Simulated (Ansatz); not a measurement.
**Short convergence ladders for Ag₃Au (I4mm, 4 atoms in the cell)**

```yaml
crystal:
  lattice:
    - [-2.05332, 2.05332, 4.08531]
    - [2.05332, -2.05332, 4.08531]
    - [2.05332, 2.05332, -4.08531]
  atoms:
    - { symbol: Ag, position: [0.75000, 0.25000, 0.50000] }
    - { symbol: Ag, position: [0.25000, 0.75000, 0.50000] }
    - { symbol: Ag, position: [0.50612, 0.50612, 0.00000] }
    - { symbol: Au, position: [0.00000, 0.00000, 0.00000] }
```

Base method: PBEsol, default PAW files made with PBE (plane waves; Ansatz, a quantum-chemistry and plane-wave program).

Base settings: basis.ecutwfc = 420 eV; kpoints.mp_grid.grid = 11 11 11; hamiltonian.xc = pbesol; hamiltonian.pseudopotentials = {kind: paw} (the program's default PAW files); scf.occupations.method = gaussian; scf.occupations.width = 0.1 eV.

The count of work is k-points × plane waves × bands × iterations; it is no time. Core times come from one kind of shared machine, to one figure; runs under 30 s give none.

**The k-point mesh**

Only quantities that move along the ladder and can be compared are tabulated.

```csv
kpoints.mp_grid.grid,free energy less the last step's (meV/atom),pressure (GPa),largest difference of a force vector from the last step's (eV/Å),count of work / last
2 2 2,29.86,-2.50,0.258,0.0083
3 3 3,74.73,-1.71,0.042,0.013
4 4 4,-21.21,-4.03,0.018,0.027
6 6 6,-2.85,-3.30,0.004,0.062
8 8 8,-0.53,-3.48,0.001,0.12
10 10 10,1.48,-3.57,0.002,0.21
11 11 11,-0.65,-3.54,0.002,0.26
18 18 18,0.00,-3.58,0.000,1.0
```

Coarsest kpoints.mp_grid.grid that holds the pressure within 0.5 GPa of the last step, with all finer ones: 4 4 4, at 0.027 of the last step's count of work; the step before is off by 1.9 GPa.

Coarsest kpoints.mp_grid.grid that holds the free energy within 5 meV/atom of the last step, with all finer ones: 6 6 6, at 0.062 of the last step's count of work; the step before is off by 21 meV/atom.

Coarsest kpoints.mp_grid.grid that holds the forces within 0.005 eV/Å of the last step, with all finer ones: 6 6 6, at 0.062 of the last step's count of work; the step before is off by 0.018 eV/Å.

**The k-point mesh at a smearing width of 0.05 eV**

In this ladder: scf.occupations.width = 0.05 eV.

Only quantities that move along the ladder and can be compared are tabulated.

| kpoints.mp_grid.grid | free energy less the last step's (meV/atom) | pressure (GPa) | largest difference of a force vector from the last step's (eV/Å) | count of work / last | core time / last (rough) |
|---|---|---|---|---|---|
| 4 4 4 | -21.50 | -4.03 | 0.016 | 0.016 | – |
| 5 5 5 | 6.65 | -2.99 | 0.018 | 0.022 | – |
| 6 6 6 | -2.96 | -3.28 | 0.001 | 0.036 | – |
| 8 8 8 | -0.80 | -3.50 | 0.003 | 0.071 | – |
| 12 12 12 | 0.67 | -3.58 | 0.001 | 0.20 | 0.2 |
| 18 18 18 | -0.30 | -3.58 | 0.002 | 0.58 | 0.6 |
| 22 22 22 | 0.00 | -3.58 | 0.000 | 1.0 | 1 |

Coarsest kpoints.mp_grid.grid that holds the pressure within 0.05 GPa of the last step, with all finer ones: 12 12 12, at 0.20 of the last step's count of work and about 0.2 of the last step's time; the step before is off by 0.08 GPa.

Coarsest kpoints.mp_grid.grid that holds the free energy within 2 meV/atom of the last step, with all finer ones: 8 8 8, at 0.071 of the last step's count of work; the step before is off by 3.0 meV/atom.

Coarsest kpoints.mp_grid.grid that holds the forces within 0.005 eV/Å of the last step, with all finer ones: 6 6 6, at 0.036 of the last step's count of work; the step before is off by 0.018 eV/Å.

**The mesh under tetrahedron occupations**

In this ladder: scf.occupations.method = tetrahedron; scf.occupations.width = default.

Only quantities that move along the ladder and can be compared are tabulated.

```tsv
kpoints.mp_grid.grid	free energy less the last step's (meV/atom)	pressure (GPa)	largest difference of a force vector from the last step's (eV/Å)	count of work / last
5 5 5	0.67	-3.35	0.011	0.029
6 6 6	1.59	-3.38	0.015	0.041
7 7 7	-1.28	-3.50	0.007	0.055
11 11 11	0.11	-3.57	0.003	0.17
17 17 17	0.09	-3.59	0.000	0.56
21 21 21	0.00	-3.59	0.000	1.0
```

Coarsest kpoints.mp_grid.grid that holds the pressure within 0.05 GPa of the last step, with all finer ones: 11 11 11, at 0.17 of the last step's count of work; the step before is off by 0.09 GPa.

Coarsest kpoints.mp_grid.grid that holds the forces within 0.01 eV/Å of the last step, with all finer ones: 7 7 7, at 0.055 of the last step's count of work; the step before is off by 0.015 eV/Å.

Coarsest kpoints.mp_grid.grid that holds the free energy within 1 meV/atom of the last step, with all finer ones: 11 11 11, at 0.17 of the last step's count of work; the step before is off by 1.3 meV/atom.

On the base run: the starting cell comes from a database of computed structures (which also holds hypothetical and non-ambient phases and stackings), without a prior relaxation at this level. Its lattice was rescaled by up to half a per cent. One atom was moved a little off its site on purpose. In the base run, with a pressure of about -4 GPa the cell is away from its equilibrium volume at this level. Ansatz's pressure includes its estimate of the finite-basis (Pulay) stress.

Keys are those of Ansatz 0.2.
